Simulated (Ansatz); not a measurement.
Results of r²SCAN+rVV10 in Ansatz (PAW) for Al2O3 (Pbcn, No. 60, 20 atoms in the cell; start mp-1938; a measured phase of this formula has another space group).

Run with plane-wave cutoff 560 eV, 6×8×8 k mesh (along the axes of the cell as run), Fermi–Dirac smearing 0.01 eV, scalar-relativistic PAW data made under PBE.

Cell (relaxed at this level):

```yaml
crystal:
  lattice:
    - [7.00679, 0.00000, 0.00000]
    - [0.00000, 4.79038, 0.00000]
    - [0.00000, 0.00000, 4.93066]
  atoms:
    - { symbol: Al, position: [0.39058, 0.25217, 0.03117] }
    - { symbol: Al, position: [0.60942, 0.74783, 0.96883] }
    - { symbol: Al, position: [0.10942, 0.24783, 0.53117] }
    - { symbol: Al, position: [0.89058, 0.75217, 0.46883] }
    - { symbol: Al, position: [0.89058, 0.24783, 0.96883] }
    - { symbol: Al, position: [0.10942, 0.75217, 0.03117] }
    - { symbol: Al, position: [0.60942, 0.25217, 0.46883] }
    - { symbol: Al, position: [0.39058, 0.74783, 0.53117] }
    - { symbol: O, position: [0.65411, 0.10708, 0.10205] }
    - { symbol: O, position: [0.34589, 0.89292, 0.89795] }
    - { symbol: O, position: [0.84589, 0.39292, 0.60205] }
    - { symbol: O, position: [0.15411, 0.60708, 0.39795] }
    - { symbol: O, position: [0.15411, 0.39292, 0.89795] }
    - { symbol: O, position: [0.84589, 0.60708, 0.10205] }
    - { symbol: O, position: [0.34589, 0.10708, 0.39795] }
    - { symbol: O, position: [0.65411, 0.89292, 0.60205] }
    - { symbol: O, position: [0.00000, 0.05006, 0.25000] }
    - { symbol: O, position: [0.00000, 0.94994, 0.75000] }
    - { symbol: O, position: [0.50000, 0.44994, 0.75000] }
    - { symbol: O, position: [0.50000, 0.55006, 0.25000] }
```

### Question
Give the computed band gap.

### Answer

* **band gap**: 6.58 eV (direct)

Static lattice: no zero-point or thermal effects.

A start named mp-… is a Materials Project structure, which need not be a measured phase.

Ansatz is a program for electronic structure.
